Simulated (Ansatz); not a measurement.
Short convergence ladders for Hg (Imma, 2 atoms in the cell)

```xyz
2
Lattice="-2.9151 2.9151 1.5647 2.9151 -2.9151 1.5647 2.9151 2.9151 -1.5647" Properties=species:S:1:pos:R:3 pbc="T T T"
Hg     0.0000     2.9151     0.8323
Hg     0.0000     0.0000     0.0000
```

Base method: LDA (PW92), default PAW files made with PBE (plane waves; Ansatz, a first-principles code).

Base settings: basis.ecutwfc = 30.9 Ry; kpoints.mp_grid.grid = 12 12 12; hamiltonian.xc = lda; hamiltonian.pseudopotentials = {kind: paw} (the program's default PAW files); scf.occupations.method = gaussian; scf.occupations.width = 0.0073 Ry.

The count of work is k-points × plane waves × bands × iterations; it is no time. Core times come from one kind of shared machine, to one figure; runs under 30 s give none.

**The width of Fermi-Dirac smearing**

In this ladder: kpoints.mp_grid.grid = 20 20 20; scf.occupations.method = fermi_dirac.

Narrow widths need finer meshes than wide ones, so the last steps can hold mesh noise.

Only quantities that move along the ladder and can be compared are tabulated; pressure and forces are left out, as mesh noise rules them at narrow widths.

```tsv
scf.occupations.width	free energy less the last step's (meV/atom)	energy extrapolated to zero width less the last step's (meV/atom)
0.0735 Ry	-555.31	72.99
0.0367 Ry	-123.05	6.21
0.022 Ry	-41.81	0.95
0.0147 Ry	-17.79	0.09
0.0073 Ry	-3.49	-0.06
0.0037 Ry	0.00	0.00
```

Widest scf.occupations.width that holds the free energy within 5 meV/atom: not settled: the last two steps still differ by 3.5 meV/atom, over half the tolerance, so the ladder does not show it.

Widest scf.occupations.width that holds the energy extrapolated to zero width within 0.5 meV/atom of the last step, with all finer ones: 0.0147 Ry; the step before is off by 0.95 meV/atom.

The extrapolation to zero width removes most of the smearing's effect on the energy.

**The width of Methfessel-Paxton smearing**

In this ladder: kpoints.mp_grid.grid = 20 20 20; scf.occupations.method = methfessel_paxton.

Narrow widths need finer meshes than wide ones, so the last steps can hold mesh noise.

Only quantities that move along the ladder and can be compared are tabulated; pressure and forces are left out, as mesh noise rules them at narrow widths.

```csv
scf.occupations.width,free energy less the last step's (meV/atom)
0.0735 Ry,2.51
0.0367 Ry,-0.01
0.022 Ry,-0.11
0.0147 Ry,-0.12
0.0073 Ry,-0.03
0.0037 Ry,0.00
```

Widest scf.occupations.width that holds the free energy within 1 meV/atom of the last step, with all finer ones: 0.0367 Ry; the step before is off by 2.5 meV/atom.

**The mesh under tetrahedron occupations**

In this ladder: scf.occupations.method = tetrahedron; scf.occupations.width = default.

Only quantities that move along the ladder and can be compared are tabulated.

| kpoints.mp_grid.grid | free energy less the last step's (meV/atom) | pressure (GPa) | count of work / last | core time / last (rough) |
|---|---|---|---|---|
| 5 5 5 | 14.14 | -3.06 | 0.0092 | – |
| 6 6 6 | -7.21 | -3.89 | 0.015 | – |
| 8 8 8 | -1.35 | -3.74 | 0.031 | – |
| 9 9 9 | -0.55 | -3.82 | 0.041 | – |
| 12 12 12 | -0.25 | -3.95 | 0.092 | – |
| 14 14 14 | -0.54 | -4.03 | 0.14 | – |
| 18 18 18 | -0.24 | -4.09 | 0.28 | 0.3 |
| 22 22 22 | 0.00 | -4.13 | 0.50 | 0.5 |
| 28 28 28 | 0.00 | -4.16 | 1.0 | 1 |

Coarsest kpoints.mp_grid.grid that holds the free energy within 5 meV/atom of the last step, with all finer ones: 8 8 8, at 0.031 of the last step's count of work; the step before is off by 7.2 meV/atom.

Coarsest kpoints.mp_grid.grid that holds the pressure within 1 GPa of the last step, with all finer ones: 6 6 6, at 0.015 of the last step's count of work; the step before is off by 1.1 GPa.

On the base run: the starting cell comes from a database of computed structures (which also holds hypothetical and non-ambient phases and stackings), without a prior relaxation at this level. Its lattice was rescaled by up to half a per cent. One atom was moved a little off its site on purpose. In the base run, with a pressure of about -4 GPa the cell is away from its equilibrium volume at this level. Ansatz's pressure includes its estimate of the finite-basis (Pulay) stress.

Left out of this page: 4 runs of the series outside the window shown, repeating another row's setting, or not comparable.

Keys are those of Ansatz 0.2.
